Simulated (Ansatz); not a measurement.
Effect of Cd on a Ag site, symmetric start on Cs2AgBiBr6

The parent structure is a 20-atom supercell of Cs2AgBiBr6 (space group Fm-3m, No. 225; a = 11.4769 Å) at its relaxed geometry.

One thing is altered: a neutral Cd on a Ag site, symmetric start, atoms relaxed at fixed cell.

Computed with PBE, PAW, 420 eV (Ansatz, a program for electronic structure; no SOC), earlier PAW set. Γ-centred 3×2×3 mesh, Fermi–Dirac width 0.01 eV.

```csv
quantity,base,changed,shift
gap of the supercell,1.33 eV,zero,–
total moment of the cell,–,0.1 μB,–
energy gained by relaxation,–,0.01 eV,–
largest displacement of a host atom from its site in the perfect cell,–,0.04 Å,–
mean distance from the defect site to its nearest host atoms,2.85 Å,2.85 Å,-0.008 Å
```

The magnetic state is the one reached from the starting moments; the real material's order can differ, and small cells can't hold many antiferromagnetic ones. In so small a cell the defect repeats every few ångströms: this is an ordered compound, not a dilute defect. A case with no gap was solved on a k-mesh chosen for an insulator, which is coarse for it. The defect started on the symmetric site and kept its symmetry, so it may sit on a saddle. Spin-orbit coupling, missing from the scalar runs, can matter with Bi. Starting moments died away, wholly or in part, for Cd on a Ag site; another magnetic solution may exist. No Hubbard U is applied, and correlation can decide whether such a compound is a metal. The defect cell is spin-polarised and ends with 0.1 μB.
